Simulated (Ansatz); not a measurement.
C on the 1x1 (0001) surface of hcp Ti, one in a 2x1 cell, energies for each (15.0 Å²). Energies are against an atom of graphite, without zero-point or thermal terms; each row is named by its start.

Computed with PBE (plane waves to 420 eV, PAW; Ansatz, an electronic-structure program).

Which site binds most strongly?
(A) hollow Ti-Ti-Ti
(B) hollow Ti-Ti-Ti over Ti at depth 2.2 Å

B, hollow Ti-Ti-Ti over Ti at depth 2.2 Å. Adsorption energies: hollow Ti-Ti-Ti over Ti at depth 2.2 Å 0.45 eV; hollow Ti-Ti-Ti 0.62 eV.
